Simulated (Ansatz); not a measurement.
Structures of equal composition on the (0001) surface of wurtzite GaN (Ga plane on top): 2x2 N adatom at H3; 2x2 N adatom at T1; 2x2 N adatom at T4. The slabs share one bottom face, and each structure is named by its start. These are constructed structures in small cells; real faces may alloy, dewet or reconstruct in larger ones, and not all known structures of the face are among them. Slabs of about 14 Å, Fermi-Dirac smearing of 0.025 eV. Bottom of the slabs: H caps. Relaxed from the named starts with such symmetry as they have, on meshes of like density; energies extrapolated to zero smearing; spin only where a row says so; no spin-orbit coupling, no U. Brackets mark spin-polarised runs, whose order is one that fits the cell. Where a second, spin-polarised start was run, the lower counts.

Method: PBE (plane waves to 420 eV, PAW; Ansatz, a program for electronic structure).

Put the candidates in order of energy per 1x1 cell, lowest first, for PBE.

2x2 N adatom at H3 (0.000 eV, a narrow gap of 0.21 eV by band count), 2x2 N adatom at T4 (0.493 eV, gap 0.25 eV on the mesh), 2x2 N adatom at T1 (0.762 eV [spin, 0.9 μB a cell], no gap on the mesh)
